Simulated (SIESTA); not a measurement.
Input and output of a self-consistent single point for a (100) slab of CoSi2 (cut from a parent of space group no. 225; 12 atoms in the cell) (SIESTA).

Computed with LDA PW92, numerical atomic orbitals TZP, PseudoDojo LDA standard norm-conserving potentials (rewritten from UPF to PSML) (SIESTA).

```yaml
crystal:
  lattice:
    - [3.73458, 0.00000, 0.00000]
    - [-3.73458, 3.73458, 0.00000]
    - [0.00000, 0.00000, 23.29750]
  atoms:
    - { symbol: Co, position: [0.00000, 0.00000, 0.47150] }
    - { symbol: Co, position: [0.00000, 0.50000, 0.35747] }
    - { symbol: Co, position: [0.00000, 0.00000, 0.69954] }
    - { symbol: Co, position: [0.00000, 0.50000, 0.58552] }
    - { symbol: Si, position: [0.50000, 0.00000, 0.30046] }
    - { symbol: Si, position: [0.50000, 0.50000, 0.30046] }
    - { symbol: Si, position: [0.50000, 0.50000, 0.41448] }
    - { symbol: Si, position: [0.50000, 0.00000, 0.41448] }
    - { symbol: Si, position: [0.50000, 0.00000, 0.52851] }
    - { symbol: Si, position: [0.50000, 0.50000, 0.52851] }
    - { symbol: Si, position: [0.50000, 0.50000, 0.64253] }
    - { symbol: Si, position: [0.50000, 0.00000, 0.64253] }
```

Reference input (self-consistent single point, DFT, LDA PW92, numerical atomic orbitals TZP, PseudoDojo LDA standard norm-conserving potentials (rewritten from UPF to PSML)): XC.functional = LDA; XC.authors = PW92; potentials = PseudoDojo LDA standard; PAO.BasisSize = TZP; PAO.EnergyShift = 0.01 Ry; MeshCutoff = 300 Ry; kgrid.MonkhorstPack = 9 9 1; OccupationFunction = MP; OccupationMPOrder = 0; ElectronicTemperature = 272 meV; Slab.DipoleCorrection = vacuum; MaxSCFIterations = 150. This run's input differs from it in these lines:

```diff
@@ -44,3 +44,3 @@
 OccupationMPOrder            0
-ElectronicTemperature        272.0 meV
+ElectronicTemperature        100.0 meV
 Slab.DipoleCorrection        vacuum
```

Output (repeated stretches shortened):

```
        iscf     Eharris(eV)        E_KS(eV)     FreeEng(eV)     dDmax    Ef(eV) dHmax(eV)
   scf:    1   -17056.110779   -17408.492354   -17408.539396  1.703726 -3.629639106.138885
Dipole moment in unit cell =      -0.0000      -0.0000    -385.5730 D
Electric field for dipole correction =     0.000000     0.000000    44.703785 eV/Ang/e
   scf:    2    -2537.222252   -12877.561835   -12877.599101  1.895775 -3.114367544.129661
Dipole moment in unit cell =      -0.0000      -0.0000     -50.4862 D
Electric field for dipole correction =     0.000000     0.000000     5.853426 eV/Ang/e
   [... lines left out ...]
   scf:   24   -17560.223339   -17560.223340   -17560.258217  0.000022 -4.324696  0.000751
Dipole moment in unit cell =       0.0000       0.0000       0.5789 D
Electric field for dipole correction =    -0.000000    -0.000000    -0.067118 eV/Ang/e
   scf:   25   -17560.223341   -17560.223340   -17560.258217  0.000014 -4.324710  0.000857
Dipole moment in unit cell =       0.0000       0.0000       0.5789 D
Electric field for dipole correction =    -0.000000    -0.000000    -0.067113 eV/Ang/e
   scf:   26   -17560.223340   -17560.223340   -17560.258217  0.000006 -4.324709  0.000750
SCF Convergence by DM+H criterion
max |DM_out - DM_in|         :     0.0000063137
max |H_out - H_in|      (eV) :     0.0007499998
SCF cycle converged after 26 iterations

Using DM_out to compute the final energy and forces
Dipole moment in unit cell =       0.0000       0.0000       0.5789 D
Electric field for dipole correction =    -0.000000    -0.000000    -0.067113 eV/Ang/e

siesta: E_KS(eV) =           -17560.2233

siesta: E_KS - E_eggbox =    -17560.2233

siesta: Atomic forces (eV/Ang):
     1    0.000000    0.000000   -0.031153
     2   -0.000000   -0.000000    0.087882
     3   -0.000000    0.000000   -2.082497
     4   -0.000000   -0.000000   -0.108039
     5    0.000000    0.000000    0.177175
     6    0.000000    0.000000    0.176904
     7   -0.000000    0.000000   -0.083683
     8    0.000000    0.000000   -0.084204
   [... lines left out ...]
siesta: FreeEng =    -17560.258217
   [... lines left out ...]

siesta: Cell volume =        324.932277 Ang**3

siesta: Pressure (static):
siesta:                Solid            Molecule  Units
siesta:          -0.00021986         -0.00016115  Ry/Bohr**3
siesta:          -0.02018694         -0.01479584  eV/Ang**3
siesta:         -32.34304848        -23.70555373  kBar

siesta: Electric dipole (a.u.)  =    0.000000    0.000000    0.227737
siesta: Electric dipole (Debye) =    0.000000    0.000000    0.578850
```

The run converged in 26 iterations. Against the reference run the free energy goes up by 8.9 meV/atom and the largest force goes from 2.024 to 2.082 eV/Å.

The starting cell comes from a database of computed structures (which also holds hypothetical and non-ambient phases and stackings), without a prior relaxation at this level. The slab is cut from that crystal, and its faces are unrelaxed. Its lattice was rescaled in the plane by a random factor within 2.5 % of one. Spin polarisation is off. Values carry the incompleteness of an atom-centred basis. Forces in this geometry exceed 1 eV/Å.

Cost on one core of a shared machine: roughly 4 min.
